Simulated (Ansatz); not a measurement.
Levels about the gap of amorphous Si24O51Sc2 (77 atoms in a cell of 1152 Å³, 2.28 g/cm³; zone centre alone, so wide bands show as single levels with stretches between that a denser mesh fills), at the geometry that PBE relaxed, where it gives -0.7 GPa on a denser mesh. The participation number counts the atoms over which a state spreads; weights are charges in smoothed Voronoi cells. The levels come from a single point, so bond lengths are those of that geometry. Method of the levels: PBE, scalar-relativistic without spin-orbit coupling (Ansatz, a program for electronic structure). Sampling: the zone centre alone; Fermi-Dirac width 0.02 eV; no spin polarisation. At PBE the levels at both edges of the gap are localised (band-tail or defect states), and the nearest spread-out levels lie 5.3 eV apart at the zone centre.

Preparation: random packing, a CHGNet melt and quench, and a DFT relaxation. O atoms were pushed apart under 1.9 Å during the dynamics, to hinder bonds among them. The hot cell started wider than the set density and was brought back towards it in steps. It is the lowest in DFT energy of 2 quenches. It is a model cell: composition and starting density were chosen by hand, and all elements were melted together. No dispersion term was used. Its density started from a set value of 2.28 and ended at 2.28 g/cm³. Cooling (nominally 320 K/ps over its main leg) ran many orders faster than in experiment, which tends to leave more defects and strain. Values belong to this one cell and scatter from quench to quench. The volume was held where the preparation left it and the shape relaxed, at a PBE pressure of -0.7 GPa (tension). Stress components on the final sampling reach 0.7 GPa.

```json
[
 {"E - E(highest filled), eV": "-0.92", "filling": "filled", "participation number": "9.8", "largest on": "O, 2 neighbours", "weight O": "0.93", "weight Sc": "0.03", "weight Si": "0.05"},
 {"E - E(highest filled), eV": "-0.88", "filling": "filled", "participation number": "16.0", "largest on": "O, 2 neighbours", "weight O": "0.96", "weight Sc": "0.01", "weight Si": "0.04"},
 {"E - E(highest filled), eV": "-0.82", "filling": "filled", "participation number": "13.9", "largest on": "O, 2 neighbours", "weight O": "0.96", "weight Sc": "0.00", "weight Si": "0.04"},
 {"E - E(highest filled), eV": "-0.70", "filling": "filled", "participation number": "5.0", "largest on": "O, 2 neighbours", "weight O": "0.95", "weight Sc": "0.02", "weight Si": "0.03"},
 {"E - E(highest filled), eV": "-0.47", "filling": "filled", "participation number": "4.2", "largest on": "O, 2 neighbours", "weight O": "0.94", "weight Sc": "0.03", "weight Si": "0.03"},
 {"E - E(highest filled), eV": "-0.14", "filling": "filled", "participation number": "3.0", "largest on": "O, 2 neighbours", "weight O": "0.94", "weight Sc": "0.03", "weight Si": "0.03"},
 {"E - E(highest filled), eV": "0.00", "filling": "filled", "participation number": "3.0", "largest on": "O, 2 neighbours", "weight O": "0.92", "weight Sc": "0.06", "weight Si": "0.03"},
 {"E - E(highest filled), eV": "3.57", "filling": "empty", "participation number": "1.5", "largest on": "Sc, 4 neighbours", "weight O": "0.18", "weight Sc": "0.81", "weight Si": "0.02"},
 {"E - E(highest filled), eV": "3.82", "filling": "empty", "participation number": "2.1", "largest on": "Sc, 4 neighbours", "weight O": "0.26", "weight Sc": "0.69", "weight Si": "0.05"},
 {"E - E(highest filled), eV": "4.20", "filling": "empty", "participation number": "1.9", "largest on": "Sc, 4 neighbours", "weight O": "0.22", "weight Sc": "0.74", "weight Si": "0.04"},
 {"E - E(highest filled), eV": "4.43", "filling": "empty", "participation number": "16.4", "largest on": "Sc, 4 neighbours", "weight O": "0.55", "weight Sc": "0.28", "weight Si": "0.17"},
 {"E - E(highest filled), eV": "4.69", "filling": "empty", "participation number": "3.0", "largest on": "Sc, 4 neighbours", "weight O": "0.27", "weight Sc": "0.67", "weight Si": "0.06"},
 {"E - E(highest filled), eV": "4.82", "filling": "empty", "participation number": "3.4", "largest on": "Sc, 5 neighbours", "weight O": "0.22", "weight Sc": "0.75", "weight Si": "0.03"},
 {"E - E(highest filled), eV": "5.10", "filling": "empty", "participation number": "3.7", "largest on": "Sc, 5 neighbours", "weight O": "0.24", "weight Sc": "0.72", "weight Si": "0.04"}
]
```

Most localised among these is the empty level at +3.57 eV, on a Sc atom, which has 4 neighbours (O 1.90 Å, O 1.96 Å, O 2.08 Å, O 2.45 Å).
